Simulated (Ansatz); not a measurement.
Base system: P (space group I4_132, No. 214; a = 6.102 Å; a hypothetical phase, not in the database extracts checked).

(Cell as relaxed with PBE.)

Levels (all Ansatz, a program for electronic structure, PAW): PBE (420 eV, no SOC); PBEsol (420 eV, without spin-orbit coupling).

Each level relaxes its own structure.

| base | PBE | PBEsol |
|---|---|---|
| volume per atom | 28.40 Å³ | 27.40 Å³ |
| lattice parameter a | 6.102 Å | 6.029 Å |
| band gap | zero | zero |

Now apply this change: a negative pressure, −2 GPa.

```
quantity                           PBE      PBEsol
-----------------------------  -------  ----------
shortest interatomic distance  2.212 Å  (withheld)
band gap                          zero  (withheld)
```

Given the PBE results, estimate those of PBEsol.


- shortest interatomic distance, PBEsol: 2.174 Å
- band gap, PBEsol: zero

PBE's shortest interatomic distance lies 0.038 Å above PBEsol's (1.7 %); the two agree on the band gap. Neither level is exact; PBEsol is the comparison here, not a measurement.

Load acts through the strain it causes; cell and atoms are relaxed under it. Whether these cells are dynamically stable was not tested.
